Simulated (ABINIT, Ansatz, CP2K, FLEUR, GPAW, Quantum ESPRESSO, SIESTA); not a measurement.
## WSi2 (I4/mmm, 3 atoms in the cell) computed with different codes at matched settings

Self-consistent single point.

```yaml
crystal:
  lattice:
    - [-1.61078, 1.61078, 3.92909]
    - [1.61078, -1.61078, 3.92909]
    - [1.61078, 1.61078, -3.92909]
  atoms:
    - { symbol: Si, position: [0.66500, 0.66500, 0.00000] }
    - { symbol: Si, position: [0.33500, 0.33500, 0.00000] }
    - { symbol: W, position: [0.00000, 0.00000, 0.00000] }
```

All programs got the same cell, k-point mesh and kind of occupations (in Ansatz's words: kpoints.mp_grid.grid = 10 10 10; scf.occupations.method = fermi_dirac; scf.occupations.width = 0.136 eV); potentials, basis and cutoffs are each program's usual ones.

```csv
code,model,pressure (GPa),largest force (eV/Å),k-points,cutoff
Quantum ESPRESSO,"PBE, PseudoDojo standard norm-conserving (PBE) pseudopotentials",1.53,0.099,102,75 Ry
Ansatz,"PBE, default PAW files",1.44,0.096,102,default
GPAW,"PBE, GPAW PAW datasets PBE (gpaw-data 1.0.1)",2.14,0.109,102,550 eV
FLEUR,"PBE, all-electron FLAPW (FLEUR), scalar-relativistic valence",–,0.108,102,Kmax 4.4 1/bohr
ABINIT,"PBE, norm-conserving pseudopotentials (PseudoDojo nc-sr-05 PBE standard)",1.54,0.099,102,37 Ha
CP2K,"PBE, GPW, DZVP-MOLOPT-SR-GTH basis, GTH-PBE potentials (GTH_POTENTIALS)",1.21,0.095,504,grid 500 Ry
SIESTA,"GGA PBE, numerical atomic orbitals DZP, PseudoDojo PBE standard norm-conserving potentials (rewritten from UPF to PSML)",3.73,0.125,560,grid 350 Ry
```

A dash marks a value that a program does not give, or that is left out as unsure.

The spread over the programs that give each value: pressure within 2.52 GPa; largest force within 0.030 eV/Å.

The starting cell has typed, rounded lattice constants, without a prior relaxation at this level. Its lattice was rescaled by a random factor within 2.5 % of one. On Ansatz's run: Spin-orbit coupling is off. Spin polarisation is off.

Task: Why do the programs differ, and what cannot be compared?

Result: Differences of this kind can come from the potentials, where these differ, and from what each basis and cutoff leave unconverged. The zero of total energies and Fermi levels follows the potentials and each program's conventions, so they are not compared here. CP2K and SIESTA use small atom-centred bases, whose incompleteness enters pressures, forces and empty levels differently from a plane-wave cutoff. FLEUR treats all electrons, but the usual bases taken here (sphere radii, linearisation, local orbitals, empty states) were not tested for convergence, so the values are no reference for the others. Ansatz's pressure is given at a fixed set of plane waves, as the other plane-wave codes print theirs; with its correction for the finite basis it is 1.49 GPa. The programs reduce the same mesh by symmetry to different extents, which changes the work and not the result. In the pressure, SIESTA (by 2.20) lies more than 1 GPa from the median of the plane-wave programs.

Left out of this page: Elk (not drawn, or without a comparable value).

Ansatz is an electronic-structure program.

Keys are those of Ansatz 0.2.
